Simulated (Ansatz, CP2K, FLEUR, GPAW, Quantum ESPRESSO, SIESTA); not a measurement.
**Code comparison for HfAu (P4/nmm, 4 atoms in the cell)**

Self-consistent single point.

```xyz
4
Lattice="3.4839 0.0000 0.0000 0.0000 3.4839 0.0000 0.0000 0.0000 6.3205" Properties=species:S:1:pos:R:3 pbc="T T T"
Hf     0.0000     1.7419     5.3824
Hf     1.7419     0.0000     0.9381
Au     0.0000     1.7419     2.3476
Au     1.7419     0.0000     3.9729
```

Shared settings, as Ansatz (a quantum-chemistry and plane-wave program) writes them: kpoints.mp_grid.grid = 8 8 4; scf.occupations.method = gaussian; scf.occupations.width = 0.1 eV. Potentials and cutoffs stand in the table.

| code | model | pressure (GPa) | largest force (eV/Å) | cutoff |
|---|---|---|---|---|
| Ansatz | LDA (PW92), PAW files made with PBE | -6.93 | 0.095 | default |
| CP2K | LDA (Pade form), GPW, DZVP-MOLOPT-SR-GTH basis, GTH-PADE potentials (GTH_POTENTIALS) | -11.02 | 0.393 | grid 500 Ry |
| FLEUR | LDA (Perdew-Zunger), all-electron FLAPW (FLEUR), scalar-relativistic valence | – | 0.081 | Kmax 4 1/bohr |
| Quantum ESPRESSO | LDA (PZ), GBRV 1.5 ultrasoft (LDA) pseudopotentials | -7.60 | 0.142 | 40 Ry |
| SIESTA | LDA PW92, numerical atomic orbitals TZP, PseudoDojo LDA standard norm-conserving potentials (rewritten from UPF to PSML) | -11.90 | 0.083 | grid 300 Ry |
| GPAW | LDA (Perdew-Wang 92), GPAW PAW datasets LDA (gpaw-data 1.0.1) | -6.11 | 0.057 | 600 eV |

Size of the force on each atom (eV/Å): Sizes of forces hide their directions.

```
code                Hf1    Hf2    Au3    Au4
----------------  -----  -----  -----  -----
Ansatz            0.095  0.095  0.025  0.025
CP2K              0.034  0.034  0.393  0.393
FLEUR             0.081  0.081  0.042  0.042
Quantum ESPRESSO  0.142  0.142  0.015  0.015
SIESTA            0.083  0.083  0.076  0.076
GPAW              0.057  0.057  0.037  0.037
```

A dash marks a value that a program does not give, or that is left out as unsure.

On Ansatz's run: spin-orbit coupling is off.

The spread over the programs that give each value: pressure within 5.79 GPa; largest force within 0.336 eV/Å.

CP2K and SIESTA use small atom-centred bases, whose incompleteness enters pressures, forces and empty levels differently from a plane-wave cutoff. FLEUR treats all electrons, but the usual bases taken here (sphere radii, linearisation, local orbitals, empty states) were not tested for convergence, so the values are no reference for the others. Ansatz's pressure is given at a fixed set of plane waves, as the other plane-wave codes print theirs; with its correction for the finite basis it is -6.89 GPa. The same LDA comes in different parametrisations, which differ slightly. In the pressure, CP2K (by 4.09) and SIESTA (by 4.98) lie more than 1 GPa from the median of the plane-wave programs. In the force vectors, CP2K (by 0.408) lies more than 0.08 eV/Å from the median of the plane-wave programs.

The starting cell comes from a database of computed structures (which also holds hypothetical and non-ambient phases and stackings), without a prior relaxation at this level.

Left out of this page: Elk (not drawn, or without a comparable value).

Keys are those of Ansatz 0.2.
